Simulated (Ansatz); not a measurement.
KCSN (Pbcm, No. 57), treated with LDA in Ansatz (PAW).

Settings: plane-wave cutoff 520 eV, 6×6×6 k mesh, Fermi–Dirac smearing 0.01 eV, scalar-relativistic PAW data made under PBE.

Cell (relaxed at this level):

```cif
data_C4K4N4S4
_chemical_formula_sum 'K4 C4 S4 N4'
_space_group_name_H-M_alt 'Pbcm'
_space_group_IT_number 57
_space_group_name_Hall '-P 2c 2b'
_cell_length_a 6.49227
_cell_length_b 6.43223
_cell_length_c 7.15126
_cell_angle_alpha 90.000
_cell_angle_beta 90.000
_cell_angle_gamma 90.000
loop_
_atom_site_label
_atom_site_type_symbol
_atom_site_symmetry_multiplicity
_atom_site_Wyckoff_symbol
_atom_site_fract_x
_atom_site_fract_y
_atom_site_fract_z
_atom_site_occupancy
K1 K 4 c 0.19295 0.25000 0.00000 1
C1 C 4 d 0.23345 0.78812 0.25000 1
S1 S 4 d 0.59479 0.10537 0.25000 1
N1 N 4 d 0.10719 0.92085 0.25000 1
```

Predict the bulk modulus B0, band gap, smallest direct gap on the k points sampled and pressure derivative B′ of the bulk modulus.


- bulk modulus B0 = 23.7 GPa
- band gap = 3.70 eV (indirect)
- smallest direct gap on the k points sampled = 3.76 eV
- pressure derivative B′ of the bulk modulus = 5.2

Note: the volume lies 13 % below that of the published cell; the bulk modulus comes from volumes at which shape and atoms were relaxed.

Static lattice: no zero-point or thermal effects.

It cost very roughly 60 core-minutes of CPU time.

Ansatz is a quantum-chemistry and plane-wave program.
